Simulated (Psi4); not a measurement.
Psi4 1.11, B3LYP/def2-svp: Cr(NH)(NMe)(OH)2 (C[N]=[Cr](=[NH])([OH])[OH]), 12 atoms. The geometry is a generated start, not checked to be a minimum at this level.

```
Property                                             Value
--------------------------  ------------------------------
task                                                energy
method                                               b3lyp
basis                                             def2-svp
memory                                                3 GB
maxiter                                                100
keys of the molecule block                     symmetry c1
scf_type                                      df (default)
guess                       auto, which took SAD (default)
scf_initial_accelerator                    adiis (default)
e_convergence                              1e-06 (default)
d_convergence                              1e-06 (default)
dft_radial_points                             75 (default)
dft_spherical_points                         302 (default)
basis functions                                        131
grid points                                         259017
```

```xyz
12

Cr    -0.6037     0.1316     0.7302
N     -1.8162    -0.9133     0.3745
H     -2.4875    -1.5985     0.0592
N      0.5733     0.0461    -0.4135
C      1.3741    -0.1938    -1.5294
H      1.9567    -1.1113    -1.3850
H      0.7563    -0.3194    -2.4276
H      2.0704     0.6375    -1.6956
O     -1.2220     1.7516     0.7581
H     -1.6124     2.6011     0.5464
O      0.1218    -0.3724     2.2436
H      0.8892    -0.6591     2.7390
```

Charge 0 and multiplicity 1 are set for this test and not shown to be the ground state.

One run each on 2 threads. Values of diis_max_vecs tried: 3, 6, 10 (default), 20.

Problem. Predict the course of the SCF iterations along this series.

Solution. Fewest SCF iterations, within one of each other: 10 (default) with 14, 20 with 14. The count rises to 89 at 3. All converge to one solution.

```tsv
diis_max_vecs	SCF iterations	end
3	89	same solution
6	19	same solution
10 (default)	14	same solution
20	14	same solution
```
